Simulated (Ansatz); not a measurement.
Here is the system:

```
CELL_PARAMETERS angstrom
      0.00000     2.58952     2.58952
      2.58952     0.00000     2.58952
      2.58952     2.58952     0.00000
ATOMIC_POSITIONS crystal
  Zn 0.00000 0.00000 0.00000
  S  0.25000 0.25000 0.25000
```

Method: PBEsol with spin-orbit coupling, rigid bands (plane waves, PAW; Ansatz, a quantum-chemistry and plane-wave program). Condition of this run: hydrostatic pressure 10 GPa (the target of the relaxation). Geometry: cell and atoms relaxed with PBEsol, then loaded as said.

Task: What conductivity effective mass do dilute holes have at 300 K?

Result: 0.74 mₑ.

Task: What conductivity effective mass do dilute electrons have at 300 K?

Result: 0.199 mₑ.

Task: And the band gap?

Result: 2.51 eV at this level; semilocal functionals usually fall short of the measured gap.

Rigid bands, one relaxation time for all states, no polarons.
